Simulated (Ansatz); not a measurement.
The reference is BiB in the zinc blende structure (space group F-43m, No. 216; a = 5.456 Å; a hypothetical phase, not in the database extracts checked).

It is then changed as follows: cell and atoms relaxed at a pressure of 15 GPa.

Levels (all Ansatz, a first-principles code, PAW): PBEsol (420 eV, without spin-orbit coupling); HSE06+SOC (420 eV, spin-orbit coupling included).

The geometry is relaxed with PBEsol.

- PBEsol band gap = 0.54 eV
- PBEsol valence-band top at Γ = 0.00, 0.00, 0.00 eV

**Question.** Predict the band gap and valence-band top at Γ from HSE06+SOC.

**Answer.** The band gap goes up by 0.324 eV (0.54 eV → 0.87 eV); the valence-band top at Γ (three highest Kramers pairs, from the VBM) goes from 0.00, 0.00, 0.00 eV to 0.00, 0.00, -1.46 eV. The threefold valence maximum splits by Δso ≈ 1.46 eV.

Single points use the geometry relaxed with PBEsol. HSE06 gaps are upper bounds (no full band path). The spin-orbit shifts are approximate. With Bi present, leaving out spin-orbit coupling can change the band edges. Load acts through the strain it causes; cell and atoms are relaxed under it. Stability against distortions was not tested. Competing high-pressure phases were not computed.
